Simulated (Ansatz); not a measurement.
Take NbSi₂ (space group P6_222, No. 180; a = 4.7675 Å, c = 6.5758 Å) as the base. Axes: x lies along a and z along c of the hexagonal cell.

Level of theory: PBEsol in Ansatz (plane waves to 420 eV, PAW, scalar-relativistic without spin-orbit coupling).

For the base:

The pressure is 0.0 GPa. The shortest interatomic distance is 2.558 Å.

Now apply this change: tensile biaxial strain of 0.69 % in the plane normal to [001], as in epitaxy on a mismatched substrate; the out-of-plane cell vector and the atoms relax.

Question: What does the calculation give for the pressure after the change?

Answer: The pressure (mean of the normal stresses, compression positive) goes from zero to -1.9 GPa.

Question: What does the calculation give for the shortest interatomic distance after the change?

Answer: The shortest interatomic distance stays essentially unchanged (2.558 Å against 2.557 Å).

Without a gap, meshes like the base's 11×11×7 leave anisotropic stresses uncertain by several tenths of a GPa, and small strain energies with them. Whether these cells are dynamically stable was not tested. The final runs are not spin-polarised. An odd electron count without spin: NbSi2.

Ansatz is an electronic-structure program.
